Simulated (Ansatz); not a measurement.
The starting structures come from a database of crystals and need not be the phases stable at ambient conditions.

 Where the default PAW files enter, the runs use the earlier of Ansatz's two default sets.

Tunnelling through a barrier is set by its complex band structure: the current falls as exp(−2κd) with the smallest κ.

```xyz
10
Lattice="6.9674 0.0000 0.0000 3.4509 6.0527 0.0000 0.0656 -4.0098 5.6975" Properties=species:S:1:pos:R:3 pbc="T T T"
Rb     7.0001     0.0190     4.2731
Rb     3.4837     2.0239     1.4244
Rb     3.5165    -2.0049     2.8488
Tl     0.0000     0.0000     0.0000
F      2.4267     1.4099     3.9319
F      1.0898     0.6331     1.7657
F      4.5407     4.1770     0.0000
F      5.8776     1.8757     0.0000
F      8.8157     5.1217     1.3229
F      5.1190     2.9740     4.3746
```

Space group of this cell: I4/mmm. The cell is taken as given; by r2SCAN its mean pressure is -1.8 GPa.

Transport runs along the normal of the first two printed cell vectors, the (101) plane of the conventional cell.

No gap correction and no spin-orbit coupling; mid-gap values are interpolated between computed energies.

Task: Predict the band gap and the smallest decay constant κ at mid-gap from r2SCAN in Ansatz (a first-principles code).

Result: Gap 3.66 eV on a 6×6×6 mesh; κ = 0.449 1/Å, at the zone centre.
